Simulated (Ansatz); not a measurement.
```yaml
crystal:
  lattice:
    - [0.00000, 2.59120, 2.59120]
    - [2.59120, 0.00000, 2.59120]
    - [2.59120, 2.59120, 0.00000]
  atoms:
    - { symbol: Hf, position: [0.00000, 0.00000, 0.00000] }
    - { symbol: O, position: [0.25000, 0.25000, 0.25000] }
    - { symbol: O, position: [0.75000, 0.75000, 0.75000] }
```

No spin polarisation.

Calculations: DFT with r2SCAN, PAW potentials and a 500 eV plane-wave cutoff in Ansatz (a program for electronic structure), no spin-orbit coupling. Γ-centred 11×11×11 mesh, Fermi–Dirac width 0.05 eV.

**Question.** What band gap does the calculation give?

**Answer.** 4.10 eV.

**Question.** What is the computed gap character?

**Answer.** Direct at X.

**Question.** Estimate the pressure.

**Answer.** -16.90 GPa.

With Hf present, leaving out spin-orbit coupling can change the band edges. The cells carry an imposed strain or load. Whether these cells are dynamically stable was not tested. The cell was made from HfO2 in the fluorite structure (space group Fm-3m, No. 225) by this change: isotropic strain +2.45 %. This is not the structure that HfO2 has at room temperature and ambient pressure.
